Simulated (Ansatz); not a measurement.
Functionals compared on H2O on the 1x1 (110) surface of bcc Ta, one in a 2x2 cell, started at the site 'bridge Ta-Ta (span 3.3 Å)', in Ansatz (plane waves, PAW). The structure was relaxed with PBE; the other rows are single points on it, each with its references at the same level. Cutoff 420 eV (500 eV for r2SCAN).

Model: 19-atom slab, 6.8 Å thick at the start under the adsorbate (thin: gaps and levels are the slab's own), 5x5x1 mesh, Fermi-Dirac 0.1 eV, dipole correction, 8 atoms held, the rest relaxed; no symmetry held; no spin, no spin-orbit, no U, no dispersion correction. At the end it is bonded to Ta. In PBE it is, or lies within 0.03 eV of, the lowest of the starts that converged. These notes are the PBE run's. Adsorption energies are against H2O(g). A negative adsorption energy means that the adsorbate is more stable on the surface than in its reference.

| functional | adsorption energy (eV) | work function of the top face (eV) | change of the work function (eV) | rough cost of the single point |
|---|---|---|---|---|
| PBE | -0.51 | 3.69 | -1.08 | – |
| RPBE | ___ | ___ | ___ | roughly 2.3 core-minutes |
| r2SCAN | -0.63 | 3.68 | -1.20 | around 4 core-minutes (rough) |

Question: Fill in the missing entries.

Answer: 
- RPBE, adsorption energy (eV): -0.30
- RPBE, work function of the top face (eV): 3.59
- RPBE, change of the work function (eV): -1.06

Ansatz is a program for electronic structure.
